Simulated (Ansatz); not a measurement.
Relaxation of the outer planes of the (111) surface of fcc Au in its 1x1 cell (the real clean face reconstructs), outermost plane spacing 2.40 Å in the ideal cut.

All values below come from PBE (plane waves to 420 eV, PAW; Ansatz, an electronic-structure program).

Model: 4-atom slab, 7.2 Å thick at the start (thin: gaps and levels are the slab's own), 15x15x1 mesh, Fermi-Dirac 0.1 eV, dipole correction, all atoms relaxed; symmetry of the start imposed; no spin, no spin-orbit, no U.

| plane | atoms | bulk spacing to the next (Å) | relaxed spacing (Å) | change (%) | rumpling (Å) |
|---|---|---|---|---|---|
| 1 | Au | 2.400 | (withheld) | (withheld) | 0.00 |

Task: What belongs in the gaps?

Result: 
- 1, relaxed spacing (Å): 2.418
- 1, change (%): 0.7
